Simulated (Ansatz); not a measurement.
Consider the reaction energy. Reaction: GaP (zinc blende) + 1/2 As2 (gas) → GaAs (zinc blende) + 1/2 P2 (gas). The sign is products less reactants.

GaAs (zinc blende, F-43m), 2 atoms in the cell, k-point mesh 10×10×10 on the run's own vectors.
```yaml
crystal:
  lattice:
    - [0.00000, 2.87278, 2.87278]
    - [2.87278, 0.00000, 2.87278]
    - [2.87278, 2.87278, 0.00000]
  atoms:
    - { symbol: Ga, position: [0.00000, 0.00000, 0.00000] }
    - { symbol: As, position: [0.25000, 0.25000, 0.25000] }
```

GaP (zinc blende, F-43m), 2 atoms in the cell, k-point mesh 10×10×10 on the run's own vectors.
```cif
data_Ga4P4
_chemical_formula_sum 'Ga4 P4'
_space_group_name_H-M_alt 'F-43m'
_space_group_IT_number 216
_space_group_name_Hall 'F -4 2 3'
_cell_length_a 5.50518
_cell_length_b 5.50518
_cell_length_c 5.50518
_cell_angle_alpha 90.000
_cell_angle_beta 90.000
_cell_angle_gamma 90.000
loop_
_atom_site_label
_atom_site_type_symbol
_atom_site_symmetry_multiplicity
_atom_site_Wyckoff_symbol
_atom_site_fract_x
_atom_site_fract_y
_atom_site_fract_z
_atom_site_occupancy
Ga1 Ga 4 a 0.00000 0.00000 0.00000 1
P1 P 4 d 0.75000 0.75000 0.75000 1
```
(The calculation used a cell of 2 atoms; values per cell refer to that cell.)

An isolated P2 molecule (singlet) in a box of 13 × 11 × 12 Å.

An isolated As2 molecule (singlet) in a box of 13 × 11 × 12 Å.

Computed with Ansatz (plane waves, PAW), its default PAW set, cutoff 420 eV, 500 eV for r2SCAN. The structures are at rest with PBE; other levels are single points on them. HSE06 runs on coarser k-point meshes, mended by the PBE difference between the two meshes. Neutral cells; Fermi-Dirac smearing of at most 0.05 eV in the solids, energies taken to zero width. The lattices are those relaxed with PBE, so at other levels the solids can be strained, which adds to the spread. A dispersion term (D3(BJ), or D4 for r2SCAN) was computed beside these levels and is taken off wherever the name lacks it. Static lattices, no vibrational contributions. The state moves with the level: GaAs (zinc blende) is free of partly filled levels with r2SCAN but metallic or partly filled with PBE. The state moves with the level: GaAs (zinc blende) is free of partly filled levels with HSE06 but metallic or partly filled with PBE.

Q: What value does r2SCAN give?

A: 0.14 eV, for GaP (zinc blende) + 1/2 As2 (gas) → GaAs (zinc blende) + 1/2 P2 (gas).

Q: How does the value move with the functional?

A: 
| Functional | value (eV) | less r2SCAN |
|---|---|---|
| HSE06 | 0.13 | -0.01 |

The levels span only 0.01 eV, too little to tell them apart.

Ansatz is a quantum-chemistry and plane-wave program.
